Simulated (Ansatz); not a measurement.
## How the bulk modulus B0 of MoPt (Pmma, No. 51; structure not from a measured cell) moves with the method

No measured value is used here.

```tsv
level (code)	value (GPa)	cell (Å³/atom)
LDA (Ansatz)	321	14.62
PBEsol (Ansatz)	[?]	14.87
r²SCAN (Ansatz)	295	15.13
```

Task: Some entries are withheld; supply them.

Result: 
- PBEsol (Ansatz, an electronic-structure program), value (GPa): 305

Density-functional levels without +SOC have no spin–orbit coupling. LDA, PBEsol, r²SCAN: the run has no spin polarisation, so it can have missed a magnetic state. LDA, PBEsol, r²SCAN: the bulk modulus is −V dP/dV from two relaxed cells at ±2 % in volume. LDA, PBEsol, r²SCAN: the relaxation could not lower the start's symmetry, so the cell can be a saddle point above a distorted one. Each level is taken at its own relaxed cell. Cutoffs differ between the levels. Ansatz's density-functional and Hartree–Fock values are scalar-relativistic unless marked +SOC, with PAW data made under PBE.
